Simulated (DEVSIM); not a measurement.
Device: TaN/Al2O3/n-Si capacitor, at 300 K.

```tsv
layer (left to right)	material	thickness (nm)	Nd (cm⁻³)
1	Al2O3	20.0	-
2	Si	3400	2.9e16
```

Metal gate on the left, work function 4.4 eV. Fixed charge at the semiconductor interface 2.5e11 cm⁻² (in units of +e); no interface traps.

Constants are typed, rounded textbook-type inputs, not results; the design itself was drawn at random and stands for no fabricated device. Values at 300 K.

| parameter | Al2O3 | Si |
|---|---|---|
| gap (eV) | 6.8 | 1.124 |
| affinity (eV) | 1.35 | 4.05 |
| permittivity | 9 | 11.7 |
| Nc (cm⁻³) | - | 2.86e19 |
| Nv (cm⁻³) | - | 3.1e19 |

Model (solved in DEVSIM): 1D Poisson equation in equilibrium, Boltzmann statistics, complete ionisation; no quantum confinement or tunnelling. Metal contacts follow the ideal Schottky-Mott rule: no Fermi-level pinning, no interface dipoles.

The substrate doping was swept, all else fixed.

```
substrate doping (cm^-3)  threshold voltage (band bending 2φF) (V)  flat-band voltage (V)  minimum of the low-frequency capacitance (μF/cm²)
------------------------  ----------------------------------------  ---------------------  -------------------------------------------------
1.4e15                                                       -0.66                  -0.01                                             0.0158
2.9e15                                                       -0.70                   0.01                                             0.0208
5.8e15                                                       -0.74                   0.03                                             0.0283
1.4e16                                                       -0.82                   0.05                                             0.0404
2.9e16                                                       -0.91                   0.07                                             0.0541
5.8e16                                                       -1.02                   0.09                                             0.0708
```

From the first row to the last the threshold voltage (band bending 2φF) goes from -0.66 to -1.02. From the first row to the last the flat-band voltage goes from -0.01 to 0.09.
